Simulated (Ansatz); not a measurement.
The parent structure is NaF in the rock salt structure (space group Fm-3m, No. 225; a = 4.7012 Å).

Level of theory: PBE (Ansatz, a quantum-chemistry and plane-wave program; PAW; 420 eV plane waves; no spin-orbit coupling).

Strains are applied to the cell and any free atomic positions relax.

One change was made to it. Results:

The pressure goes from zero to -3.25 GPa; the band gap decreases by 0.433 eV, from 6.09 eV to 5.65 eV; the electron mass goes from 0.56 mₑ (at Γ) to 0.57 mₑ (at Γ); the width of the top valence band falls by 0.067 eV to 0.47 eV.

**Question.** Which of these changes matches the shifts?
(A) isotropic strain −3.00 %
(B) isotropic strain +0.50 %
(C) isotropic strain +2.00 %
(D) isotropic strain +3.00 %

**Answer.** D, isotropic strain +3.00 %. For comparison, the band gap in the other runs: isotropic strain −3.00 % gives 6.58 eV; isotropic strain +0.50 % gives 6.01 eV; isotropic strain +2.00 % gives 5.79 eV.

Effective masses come from finite differences of ±0.01 Å⁻¹. Whether these cells are dynamically stable was not tested.
